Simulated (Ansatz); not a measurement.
AlAs under load (space group F-43m), PBE with spin-orbit coupling, rigid bands in Ansatz (a first-principles code). Condition of this run: hydrostatic pressure of 7.2 GPa (compression positive) (the target of the relaxation). Band gap 1.20 eV, N_c = 1.59e19 cm⁻³ and N_v = 2.45e19 cm⁻³ at 300 K, conductivity masses of 0.315 mₑ (electrons) and 0.574 mₑ (holes). Take k_BT = 0.02585 eV.

Question: What built-in voltage has an abrupt junction with N_A = 1e16 and N_D = 1e18 cm⁻³, all dopants ionised?

Answer: V_bi = E_g/e − (k_BT/e) ln(N_c N_v/(N_A N_D)) = 1.20 − 0.02585 × 10.57 = 0.93 V, for the computed gap.

Question: A film of it is 5 nm thick. Estimate the confinement energies in an infinite well.

Answer: ħ²π²/(2m t²) = 0.376 eV·nm²/(m/mₑ × t²) gives 47.7 meV for electrons and 26.2 meV for holes, so the gap would widen to about 1.27 eV. Finite barriers and nonparabolic bands lower this, and with several valleys or bands the heaviest mass along the normal sets the lowest level, not this average.

Question: What thermal injection velocity √(2k_BT/πm) limits a ballistic channel?

Answer: 9.59e6 cm/s for electrons and 7.10e6 cm/s for holes, a ratio of √(m_h/m_e) = 1.35, for dilute carriers.

Rigid bands with the computed gap; masses take one relaxation time for all states. Geometry: cell and atoms relaxed with PBEsol.
